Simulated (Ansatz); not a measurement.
# Ti3Al under a change: Ti vacancy, symmetric start

Take an 8-atom supercell of Ti3Al (space group P6_3/mmc, No. 194; a = 5.747 Å, c = 4.632 Å) at its relaxed geometry as the base.

One thing is altered: one Ti atom is removed, atoms relaxed at fixed cell.

Level of theory: DFT with r2SCAN, PAW potentials and a 500 eV plane-wave cutoff in Ansatz (a first-principles code), spin-orbit coupling left out. Γ-centred 10×10×10 mesh, Fermi–Dirac width 0.05 eV.

```csv
quantity,base,changed,shift
pressure,0.0 GPa,-3.7 GPa,-3.7 GPa
mean distance from the defect site to its nearest host atoms,5.33 bohr,5.25 bohr,-0.072 bohr
```

Final structure:

```
CELL_PARAMETERS angstrom
      5.74712     0.00000     0.00000
     -2.87356     4.97715     0.00000
     -2.87356    -4.97715     4.63151
ATOMIC_POSITIONS crystal
  Ti 0.91431 0.57049 0.75000
  Ti 0.59067 0.43683 0.25000
  Ti 0.91748 0.08495 0.75000
  Ti 0.09615 0.43683 0.25000
  Ti 0.40618 0.57049 0.75000
  Al 0.58532 0.92064 0.25000
  Al 0.41006 0.07012 0.75000
```

In so small a cell the defect repeats every few ångströms: this is an ordered compound, not a dilute defect. The defect started on the symmetric site and kept its symmetry, so it may sit on a saddle. All final runs are without spin polarisation. The defect cell is not spin-polarised.
